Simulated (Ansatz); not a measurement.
Faces of bcc Ta, relaxed in 1x1 cells (a = 3.319 Å). A vicinal face is read as terraces and steps: γ(θ) = γ(terrace)·cos θ + (β/h)·sin θ, with θ the angle to the terrace, h the step's height and β the energy a length of step; on such narrow terraces β holds the steps' interaction too.

Method: PBE (plane waves to 420 eV, PAW; Ansatz, a first-principles code).

| face | γ (J/m²) |
|---|---|
| (100) | 2.55 |
| (110) | 2.38 |
| (111) | 2.74 |
| (210) | 2.55 |
| (211) | 2.70 |
| (221) | 2.66 |
| (320) | 2.50 |
| (322) | 2.72 |
| (332) | 2.68 |

Problem. What step energy does (210) give on (110) terraces?

Solution. θ = 18.4°, h = a/√2 = 2.35 Å, so β = (2.55 − 2.38·cos θ)·h / sin θ = 135 meV/Å (1 J/m² = 62.4 meV/Å²).

Problem. What step energy does (211) give on (110) terraces?

Solution. θ = 30.0°, h = a/√2 = 2.35 Å, so β = (2.70 − 2.38·cos θ)·h / sin θ = 187 meV/Å (1 J/m² = 62.4 meV/Å²).

Problem. What step energy does (210) give on (100) terraces?

Solution. θ = 26.6°, h = a/2 = 1.66 Å, so β = (2.55 − 2.55·cos θ)·h / sin θ = 62 meV/Å (1 J/m² = 62.4 meV/Å²).
